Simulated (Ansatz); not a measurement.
Pressure series in AgI

Consider AgI in the zinc blende structure (space group F-43m, No. 216; a = 6.628 Å).

Cell and atoms are relaxed at each pressure.

Computed with plane-wave PAW DFT at the PBE level (Ansatz, a program for electronic structure, 420 eV), scalar-relativistic without spin-orbit coupling.

Candidates:
(a) pressure 60 GPa
(b) pressure 30 GPa
(c) pressure 9 GPa

Before the change:

The width of the top valence band comes out as 1.59 eV.

Q: Order them by width of the top valence band, highest first.

A: (a) pressure 60 GPa (4.15 eV), (b) pressure 30 GPa (3.26 eV), (c) pressure 9 GPa (2.31 eV)

Spin-orbit coupling, missing from the scalar runs, can matter with I. The levels and masses belong to the bands next to the band gap. Load acts through the strain it causes; cell and atoms are relaxed under it. Whether these cells are dynamically stable was not tested. Tetrahedral semiconductors of this kind turn to denser phases somewhere between about 1 and 50 GPa; those were not computed, so compressed cells here can lie past the real transition.
